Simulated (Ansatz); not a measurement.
A 32-atom cell of Ga(P,Sb) started in the zinc blende structure, site fractions P 0.812, Sb 0.188, short-range order -0.09 among the nearest mixed sites of the first mixed sublattice (0 is random, a negative value favours unlike neighbours), space group C2 at the end. The mixed sublattice has 16 sites.

The mixing enthalpy is taken against the end members in the zinc blende type, relaxed in the same cell and mesh.

Level of theory: PBE (plane waves to 420 eV, PAW; Ansatz, a program for electronic structure). No spin–orbit coupling; with elements this heavy it can move edges by tenths of an eV. Its k-point mesh 3×3×3, Fermi–Dirac width 0.01 eV.

```json
[
 {"cell": "GaP", "energy at zero smearing (eV)": "-72632.950"},
 {"cell": "GaSb", "energy at zero smearing (eV)": "-164285.421"},
 {"cell": "Ga16P13Sb3", "energy at zero smearing (eV)": "-89816.587"}
]
```

Task: Work out the mixing enthalpy per mixed site and the interaction parameter Ω of a regular solution.

Result: With x = 3/16 of the second end member, ΔH = [-89816.587 − 13/16 × (-72632.950) − 3/16 × (-164285.421)] / 16 = 75.1 meV against the separate end members. Ω = ΔH / x(1 − x) = 493 meV, which puts the top of the miscibility gap of this model at Ω / 2k = 2860 K.
